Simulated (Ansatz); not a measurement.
Ansatz (a first-principles code) is run on CaHBr (P4/nmm, 6 atoms in the cell), and the run fails. The aim is a self-consistent single point with DFT, r2SCAN, plane waves, default PAW files made with PBE.

Cell that was meant: a = 4.0516 Å, b = 4.0516 Å, c = 7.1431 Å, α = 90.00°, β = 90.00°, γ = 90.00°.

Part of the input:

Ansatz 0.2 input:
```yaml
  mp_grid:
    grid: [7, 7, 4]
hamiltonian:
  xc: pw91
  pseudopotentials:
    kind: paw
scf:
```

The program printed (abridged):

```
Error: YAML parse error: error: line 19 column 7: hamiltonian.xc: unknown variant `pw91`, expected one of `lda`, `lda-pw`, `pw92`, `pbe`, `pbesol`, `rpbe`, `revpbe`, `blyp`, `pbe0`, `revpbe0`, `b3lyp`, `b3lyp5`, `hse06`, `wpbeh`, `hiss`, `lc_wpbe`, `cam_b3lyp`, `hf`, `r2scan`, `r2scanh`, `r2scan0`, `r2scan50`, `mr2scan`
  --> <input>:19:7
   |
17 |     grid: [7, 7, 4]
18 | hamiltonian:
19 |   xc: pw91
   |       ^ hamiltonian.xc: unknown variant `pw91`, expected one of `lda`, `lda-pw`, `pw92`, `pbe`, `pbesol`, `rpbe`, `revpbe`, `blyp`, `pbe0`, `revpbe0`, [...]
20 |   pseudopotentials:
21 |     kind: paw
   |
```

Problem. Read the log: what does the program object to, and what is the fix?

Solution. The fault is a value that the program does not know. The key takes a closed list of words, and names differ between codes. To fix it, use one of the words that the key accepts. The program stopped before any SCF iteration.

An input that runs soundly differs in these lines (not the only fix; some lines may just follow from the change or write a value another way):
```diff
-  xc: pw91
+  xc: r2scan
```

With that input, the run converged in 6 iterations: free energy E − TS (on the zero of these files) -9269.7926 eV; top of the valence band (on the code's own zero) 4.84 eV; gap on the k-point mesh 3.39 eV; pressure -1.72 GPa; largest force (vector length) 1.027 eV/Å (DFT, r2SCAN, plane waves, default PAW files made with PBE).

On the sound input: the starting cell was generated: these elements placed on a structure prototype, without a prior relaxation; it need not be a known phase or ordering of this composition. Forces in this geometry exceed 1 eV/Å. Ansatz's pressure includes its estimate of the finite-basis (Pulay) stress.
